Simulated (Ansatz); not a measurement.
Base system: GeSe in the GeS type structure (space group Pnma, No. 62; a = 10.9614 Å, b = 3.8757 Å, c = 4.4321 Å; layered, stacked along the Cartesian x axis).

(Cell as relaxed with PBE-D3(BJ).)

Levels (all Ansatz, a quantum-chemistry and plane-wave program, PAW): PBE-D3(BJ) (420 eV, scalar-relativistic without spin-orbit coupling); PBEsol-D3(BJ) (420 eV, without spin-orbit coupling).

Each level relaxes its own structure.

| quantity | PBE-D3(BJ) | PBEsol-D3(BJ) |
|---|---|---|
| volume per atom | 23.54 Å³ | [?] |
| space group | Pnma (No. 62) | [?] |
| band gap | 0.73 eV | [?] |
| gap character | indirect, Γ–Z (67 % along) → Γ | [?] |

Problem. What does PBEsol-D3(BJ) give?

Solution. 
- volume per atom, PBEsol-D3(BJ): 20.83 Å³
- space group, PBEsol-D3(BJ): Pnma (No. 62)
- band gap, PBEsol-D3(BJ): 0.11 eV
- gap character, PBEsol-D3(BJ): indirect, Γ–Z (67 % along) → Γ–Z (17 % along)

PBE-D3(BJ)'s volume per atom lies 2.71 Å³ above PBEsol-D3(BJ)'s (13.0 %); PBE-D3(BJ)'s band gap lies 0.62 eV above PBEsol-D3(BJ)'s; they disagree on the gap character; the two agree on the space group. The two levels end in clearly different cell shapes (a soft spacing or a collapse), which may drive these differences. Neither level is exact; PBEsol-D3(BJ) is the comparison here, not a measurement.

No phonon test of stability was made. The D3 term's C6 switches between coordination references near this geometry, which can add small steps to energies. The zero or small gap of GeSe can change with the level of theory.
